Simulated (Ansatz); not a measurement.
Troubleshooting Ansatz (a first-principles code): a failed run on LiFeCuO₄ (Imma, 14 atoms in the cell). The aim is a self-consistent single point with DFT, PBEsol, plane waves, default PAW files made with PBE.

Cell that was meant: a = 6.2641 Å, b = 6.2641 Å, c = 6.2641 Å, α = 127.49°, β = 126.43°, γ = 78.32°.

Part of the input:

Ansatz 0.2 input:
```yaml
  spin_polarized: true
scf:
  occupations: { method: cold, width: 0.0073 Ry }
  max_iter: 2
output:
  forces: true
  eigenvalues: true
```

Log, with long lists cut:

```
SCF iter   1: F=—  HF=-26969.967698 eV  |F-HF|=—  |Δ(HF+E_count)|=         —  Δρ=2.66e-1 (↑5.81e-2 ↓2.66e-1)  dr2=1.44e2  dr2_m=2.11e1  M=2.320 μB ∫|m|=3.135 μB  β_m=0.30  ethr=3.10e-3  ⟨swp⟩=6.7  Hψ=65302  notcnv=0
all-band conjugate gradients solve this SCF's bands
preconditioner: auto → Kerker (q_TF=auto, 2.637 Å⁻¹)
spin=Collinear: Kerker preconditioning applied to the charge; magnetization (m = ρ↑ − ρ↓) channel mixes plain (no charge-response kernel on spin).
SCF iter   2: F=—  HF=-26972.418372 eV  |F-HF|=—  |Δ(HF+E_count)|=    2.45e0  S|Δr|=    0.00e0  Δρ=1.87e-1 (↑1.87e-1 ↓1.32e-1)  dr2=1.47e2  dr2_m=2.05e0  M=4.368 μB ∫|m|=5.423 μB  β_m=0.30  ethr=3.10e-3  ⟨swp⟩=8.4  Hψ=57943  notcnv=0
spin-set hold released at iteration 2 (site moments show no strong build)
Error: did not converge after 2 iterations: dr2 = 1.47e2 (threshold 1.00e-7), under the density mixer `msr1`, which `scf.mixing.algorithm: auto` chose by the deck's other keys (type `scf.mixing.algorithm: msr1` to keep it); raise `scf.max_iter`, which need not help a stalled SCF, or adjust the mixing (`scf.mixing`) or, under a smearing, its width (`scf.occupations.width`, in either direction: another width is another result); this SCF holds its density and magnetisation to the symmetry operations that it keeps, and cannot end on a state that breaks one of them: if the state sought breaks one, re-run with `crystal.symmetry.detect: false`, without `crystal.symmetry.time_reversal: [...]
```

What caused this, and what should be changed?

The fault is an iteration limit that is too low. The loop is cut before its threshold is met, so whatever is printed at the end is not self-consistent. To fix it, raise the limit, or leave it to the default. The run ended unconverged after 2 iterations.

The sound input it was made from differs as follows (other fixes are possible):
```diff
-  max_iter: 2
```

With that input, the run converged in 23 iterations: free energy E − TS (on the zero of these files) -26963.4763 eV; Fermi level (on the code's own zero) 7.02 eV; pressure -10.92 GPa; largest force (vector length) 1.113 eV/Å; size of the cell's spin moment 6.59 μB (DFT, PBEsol, plane waves, default PAW files made with PBE).

On the sound input: the starting cell comes from a database of computed structures (which also holds hypothetical and non-ambient phases and stackings), without a prior relaxation at this level. The magnetic order is the one reached from the typed start; others were not searched systematically. The program warned that, by what it read of turns of the moments, another magnetic order lies lower. With a pressure of about -11 GPa the cell is away from its equilibrium volume at this level. Forces in this geometry exceed 1 eV/Å. Ansatz's pressure includes its estimate of the finite-basis (Pulay) stress. Without the estimate this run gives -11.64 GPa.
